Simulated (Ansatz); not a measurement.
The starting structures come from a database of crystals and need not be the phases stable at ambient conditions.

The decay constant κ of evanescent states in the gap governs leakage through a thin film.

```
Ag5Ba2YS6
1.0
    4.23072     0.00000     0.00000
    2.11536     7.03835     0.00000
    0.00000     0.98776    11.22588
Ba Y Ag S
2 1 5 6
Direct
  0.74860   0.50280   0.29640
  0.25140   0.49720   0.70360
  0.50000   0.00000   0.50000
  0.98128   0.03744   0.74365
  0.01872   0.96256   0.25635
  0.64845   0.70310   0.96237
  0.35155   0.29690   0.03763
  0.00000   0.00000   0.00000
  0.87471   0.25058   0.54559
  0.12529   0.74942   0.45441
  0.84190   0.31620   0.89783
  0.15810   0.68380   0.10217
  0.58658   0.82684   0.73476
  0.41342   0.17316   0.26524
```

Space group of this cell: C2/m. The cell is taken as given; by PBEsol its mean pressure is -4.3 GPa.

Transport runs along the normal of the first two printed cell vectors.

No gap correction and no spin-orbit coupling; mid-gap values are interpolated between computed energies.

Problem. State the band gap and the smallest decay constant κ at mid-gap according to PBEsol run with Ansatz (a quantum-chemistry and plane-wave program).

Solution. Gap 1.25 eV on a 8×8×4 mesh; κ = 0.157 1/Å, at the zone centre.
